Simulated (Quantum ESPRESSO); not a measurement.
## Short convergence ladders for VW (Cmm2, 2 atoms in the cell)

```
VW
1.0
    1.55277    -2.23052     0.00000
    1.55277     2.23052     0.00000
    0.00000     0.00000     4.29276
V W
1 1
Cartesian
  0.00000   0.00000   0.05000
  1.55277   0.00000   2.14638
```

Base method: PBEsol, GBRV 1.5 ultrasoft (PBESOL) pseudopotentials (plane waves; Quantum ESPRESSO 7.5).

Base settings: ecutwfc = 50 Ry; ecutrho = 400 Ry; occupations = smearing; smearing = gauss; degauss = 0.0073499 Ry; potentials = {V: v_pbesol_v1.4.uspp.F.UPF, W: w_pbesol_v1.2.uspp.F.UPF}; K_POINTS = automatic 6 6 4 0 0 0; conv_thr = 1e-11 Ry; mixing_beta = 0.3.

The count of work is k-points × plane waves × bands × iterations; it is no time. 

**Shifted k-point meshes**

Only quantities that move along the ladder and can be compared are tabulated.

| K_POINTS | free energy less the last step's (meV/atom) | pressure (GPa) | largest difference of a force vector from the last step's (eV/Å) | count of work / last |
|---|---|---|---|---|
| automatic 2 2 2 1 1 1 | 746.53 | 6.70 | 0.277 | 0.0032 |
| automatic 4 4 2 1 1 1 | 2.30 | -8.04 | 0.069 | 0.0083 |
| automatic 5 5 3 1 1 1 | -23.52 | -8.69 | 0.073 | 0.025 |
| automatic 6 6 4 1 1 1 | 15.75 | -8.22 | 0.012 | 0.036 |
| automatic 20 20 12 1 1 1 | 0.00 | -8.69 | 0.000 | 1.0 |

Coarsest K_POINTS that holds the forces within 0.02 eV/Å: not settled: the last two steps still differ by 0.012 eV/Å, over half the tolerance, so the ladder does not show it.

Coarsest K_POINTS that holds the free energy within 5 meV/atom: not settled: the last two steps still differ by 16 meV/atom, over half the tolerance, so the ladder does not show it.

Coarsest K_POINTS that holds the pressure within 1 GPa of the last step, with all finer ones: automatic 4 4 2 1 1 1, at 0.0083 of the last step's count of work; the step before is off by 15 GPa.

**The k-point mesh at a smearing width of 0.3 eV**

In this ladder: degauss = 0.02205 Ry.

Only quantities that move along the ladder and can be compared are tabulated.

```csv
K_POINTS,free energy less the last step's (meV/atom),pressure (GPa),largest difference of a force vector from the last step's (eV/Å),count of work / last
automatic 5 5 3 0 0 0,43.27,-8.45,0.091,0.042
automatic 7 7 4 0 0 0,-10.81,-8.51,0.052,0.11
automatic 10 10 6 0 0 0,-1.50,-8.60,0.002,0.28
automatic 14 14 9 0 0 0,0.78,-8.31,0.005,0.59
automatic 17 17 10 0 0 0,0.00,-8.34,0.000,1.0
```

Coarsest K_POINTS that holds the pressure within 0.2 GPa of the last step, with all finer ones: automatic 14 14 9 0 0 0; the step before is off by 0.25 GPa.

Coarsest K_POINTS that holds the free energy within 2 meV/atom of the last step, with all finer ones: automatic 10 10 6 0 0 0, at 0.28 of the last step's count of work; the step before is off by 11 meV/atom.

Coarsest K_POINTS that holds the forces within 0.02 eV/Å of the last step, with all finer ones: automatic 10 10 6 0 0 0, at 0.28 of the last step's count of work; the step before is off by 0.052 eV/Å.

On the base run: the starting cell comes from a database of computed structures (which also holds hypothetical and non-ambient phases and stackings), without a prior relaxation at this level. Its lattice was rescaled by up to half a per cent. One atom was moved a little off its site on purpose. Spin polarisation is off. In the base run, with a pressure of about -8 GPa the cell is away from its equilibrium volume at this level. Without a gap this mesh is coarse (it stands for a supercell whose shortest vector is 16 Å).
